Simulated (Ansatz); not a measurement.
## What electrons 5.0×10^20 cm⁻³ does to CdSe

Start from CdSe in the zinc blende structure (space group F-43m, No. 216; a = 6.0818 Å).

One thing is altered: 0.0281 electrons added to each cell, a density of 5.0×10^20 cm⁻³, with a uniform compensating background at fixed cell and a 300 K Fermi–Dirac width.

Level of theory: PBEsol (Ansatz, a program for electronic structure, PAW, no SOC). k-mesh 22×22×22 (Γ-centred); smearing 0.0259 eV (Fermi–Dirac).

| quantity | base | changed | shift |
|---|---|---|---|
| gap between the host's bands | 0.48 eV | 0.47 eV | -0.01 eV |
| gap character | direct at Γ | direct at Γ | – |
| Fermi level relative to the doped band's edge (positive inside the band; to 0.05 eV) | – | +1.25 eV | – |

Carriers are added with a uniform compensating background; total energy and stress of such cells depend on the potential's zero and are not compared; many-body gap narrowing is missing at this level. Stability against distortions was not tested.
